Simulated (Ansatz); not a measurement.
We consider L1₂ (Cu3Au-type) Ni3Si, described by HSE06-D3(BJ) in Ansatz (PAW).

Settings: plane-wave cutoff 460 eV, 8×8×8 k mesh, Fermi–Dirac smearing 0.05 eV, no spin polarisation, scalar-relativistic PAW data made under PBE.

The volume scan:

| V (Å³/atom) | E − E_lowest (meV/atom) | P (GPa) |
|---|---|---|
| 9.451 | 22.42 | 15.21 |
| 9.700 | 5.24 | 7.05 |
| 9.901 | 0.00 | 1.26 |
| 10.197 | 4.68 | -6.13 |
| 10.416 | 16.32 | -10.83 |

### Question
Estimate the bulk modulus and its pressure derivative from these points.

### Answer
V0 = 9.949 Å³/atom, B0 = 263 GPa, B′ = 4.7 (fit to the energies at full precision).

Measured, for comparison: equilibrium volume per atom 10.81 Å³/atom (temperature not stated, no zero-point or thermal correction; as tabulated in Metallic Nickel Silicides: Experiments and Theory for NiSi and First Principles …). Computed (rounded) less measured: equilibrium volume per atom -8.0 %.

Note: the run has no spin polarisation, so it can have missed a magnetic state.

Computed values are for the static lattice.

Ansatz is a program for electronic structure.
